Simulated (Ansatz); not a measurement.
**Effect of biaxial strain −3.00 %, plane normal [001], relaxed out of plane on SiO2**

Take SiO₂ in the rutile structure (space group P4_2/mnm, No. 136; a = 4.1945 Å, c = 2.6785 Å) as the base. Axes: x, y, z lie along a, b, c of the conventional cell.

The change: biaxial strain −3.00 %, plane normal [001], relaxed out of plane (Cartesian); in-plane vectors clamped, the third vector and the atoms free.

Method: Ansatz (a quantum-chemistry and plane-wave program) PBEsol, no spin-orbit coupling. Γ-centred 8×8×12 mesh, Fermi–Dirac width 0.05 eV.

The volume per atom decreases by 0.336 Å³, from 7.85 Å³ to 7.52 Å³ and the space group is still P4_2/mnm (No. 136). The shortest interatomic distance falls by 0.033 bohr, from 3.336 bohr to 3.303 bohr and the pressure (mean of the normal stresses, compression positive) goes from zero to 12.45 GPa. The band gap rises by 0.532 eV, from 5.35 eV to 5.89 eV and the gap character is still direct at Γ. The width of the top valence band rises by 0.08 eV to 2.75 eV and the electron mass becomes 0.36 mₑ out of plane, 0.52 mₑ in plane (at Γ) (base: 0.37 mₑ along c, 0.47 mₑ across (at Γ)). The hole mass becomes 1.3 mₑ out of plane, 1.0 mₑ in plane (at Γ) (base: 1.8 mₑ along c, 1.1 mₑ across (at Γ)) and the valence-band top at Γ (three highest levels, from the VBM) changes from 0.00, -0.88, -0.88 eV to 0.00, -0.87, -0.87 eV. The out-of-plane strain comes out as +1.74 % and the ratio −ε⊥/ε∥ comes out as 0.58. The mean in-plane stress (compression positive) is +18.7 GPa.

Cost of the whole job for the changed cell (relaxation, final SCF and bands): roughly 25 core-seconds.

Effective masses come from finite differences of ±0.01 Å⁻¹. Whether these cells are dynamically stable was not tested.
